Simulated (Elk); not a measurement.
Worked example: self-consistent single point of Pb (Im-3m, 1 atom in the cell) in Elk.

Method: PBEsol, spin-orbit coupling in second variation, all-electron FP-LAPW, Elk's shipped species files, default APW+lo basis (Elk).

```
Pb
1.0
   -1.97966     1.97966     1.97966
    1.97966    -1.97966     1.97966
    1.97966     1.97966    -1.97966
Pb
1
Cartesian
  0.00000   0.00000   0.00000
```

Reference input (self-consistent single point, DFT, PBEsol, all-electron FP-LAPW, Elk's shipped species files, default APW+lo basis): xctype = 22; rgkmax = 7; stype = 3; swidth = 0.00367493 Ha; ngridk = 15 15 15. This run's input differs from it in these lines:

```diff
@@ -6,4 +6,13 @@
 
+spinorb
+  .true.
+
 rgkmax
   7.0
+
+lmaxi
+  3
+
+nempty
+  10
```

Output, abridged:

```
│ Self-consistent loop started │
│ Loop number : 1 │
 total energy                :     -20927.7451291
 total moment                :  -0.2819282133E-27 -0.2154134109E-22  0.1750103861E-21
│ Loop number : 2 │
 total energy                :     -20927.7665004
 total moment                :   0.6537994751E-25 -0.3261850241E-21 -0.5310491311E-21
RMS change in Kohn-Sham potential (target) :   0.8593819746E-01 (  0.1000000000E-05)
Absolute change in total energy (target)   :   0.2137121774E-01 (  0.1000000000E-03)
│ Loop number : 3 │
 total energy                :     -20927.5368940
   [... lines left out ...]
 total energy                :     -20923.1339018
 total moment                :  -0.1124269348E-22  0.2942737424E-21  0.3436128750E-22
RMS change in Kohn-Sham potential (target) :   0.2690139924E-07 (  0.1000000000E-05)
Absolute change in total energy (target)   :   0.1618943934E-03 (  0.1000000000E-03)
│ Loop number : 14 │
 total energy                :     -20923.1338996
 total moment                :   0.1800478122E-22  0.1628283946E-21 -0.2133853182E-21
RMS change in Kohn-Sham potential (target) :   0.1067907155E-07 (  0.1000000000E-05)
Absolute change in total energy (target)   :   0.4273137165E-04 (  0.1000000000E-03)
Convergence targets achieved

│ Loop number : 15 │

Energies :
 Fermi                       :     0.210800367188
 xc effective B-field        :    -0.503038945996E-08
 external B-field            :      0.00000000000
 total energy                :     -20923.1339025
 (external B-field energy excluded from total)

Density of states at Fermi energy :    15.59320814
 (states/Hartree/unit cell)

Estimated indirect band gap :   0.3634727501E-03
 from k-point    110 to k-point     92
Estimated direct band gap   :   0.2523426145E-01
 at k-point    119

Charges :
 core                        :    68.00000000
 valence                     :    14.00000000
 interstitial                :    1.685958940
 muffin-tins (core leakage)
  species :    1 (Pb)
   atom    1                 :    80.31404106     (  0.1191558105E-02)
   [... lines left out ...]

Moments :
 interstitial                :   0.9645899466E-23  0.1167453037E-22 -0.6350071311E-23
 muffin-tins
  species :    1 (Pb)
   atom    1                 :    0.000000000      0.3387089863E-21 -0.5895463414E-21
 total in muffin-tins        :    0.000000000      0.3387089863E-21 -0.5895463414E-21
 total moment                :   0.9645899466E-23  0.3503835167E-21 -0.5958964127E-21

│ Self-consistent loop stopped │
```

The run converged in 15 iterations. The count includes the last loop, which Elk runs after its targets are met. 

The starting cell comes from a database of computed structures (which also holds hypothetical and non-ambient phases and stackings), without a prior relaxation at this level. Values depend on the basis (sphere radii, cutoffs, local orbitals), which need not be converged. The log's line on a gap gives a spacing of levels on this mesh, which the program prints for metals too.

These are the values that this program gave, and no reference: the basis lacks p1/2 orbitals, which heavy p elements need under spin-orbit coupling.

Cost on one core of a shared machine: roughly 30 s.
